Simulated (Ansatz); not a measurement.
An Ansatz (a program for electronic structure) input (PBE-D3(BJ), PAW, 420 eV (Ansatz; without spin-orbit coupling)):

Ansatz 0.2 input:
```yaml
crystal:
  lattice:
    - [3.3605889617, 0, 0]
    - [1.6802944808, 2.9103554125, 0]
    - [0, 0, 28.9007114049]
  atoms:
    - { symbol: S, position: [0.6666666667, 0.6666666667, 0.2595091828] }
    - { symbol: Ti, position: [0, 0, 0.3089167034] }
    - { symbol: S, position: [0.3333333333, 0.3333333333, 0.358324224] }
    - { symbol: S, position: [0.6666666667, 0.6666666667, 0.4505924794] }
    - { symbol: Ti, position: [0, 0, 0.5] }
    - { symbol: S, position: [0.3333333333, 0.3333333333, 0.5494075206] }
    - { symbol: S, position: [0.6666666667, 0.6666666667, 0.641675776] }
    - { symbol: Ti, position: [0, 0, 0.6910832966] }
    - { symbol: S, position: [0.3333333333, 0.3333333333, 0.7404908172] }
basis: { ecutwfc: 420, ecutrho_ratio: 4, xc_grid: 2, fft_grid_basis: typed }
kpoints: { mp_grid: { grid: [16, 16, 1] } }
hamiltonian:
  xc: pbe
  dispersion: d3bj
  pseudopotentials: { kind: paw }
scf: { occupations: { method: fermi_dirac, width: 0.05 } }
relax: { f_tol: 0.01, max_steps: 60, cell: { stress_tol: 0.02, fix: [c, alpha, beta] } }
output: { forces: true, stress: true }
checkpoint: { write: state.ck, write_every: 1000 }
```

Q: Which symmetry and how many k-points will the program report, and about how many plane waves at Γ?

A: Space group P-3m1 (ITA 164) with 12 operations, k-points 30 of 256, and 5605 plane waves at Γ.

Stability against distortions was not tested. The final runs are not spin-polarised. The cell was made from TiS$_{2}$ in the CdI2 type structure (space group P-3m1, No. 164; layered, stacked along the Cartesian z axis) by this change: a free-standing slab of 3 layers (9 atoms, 3 a layer) is cut normal to the stacking axis, with 15 Å of vacuum and the in-plane cell relaxed.
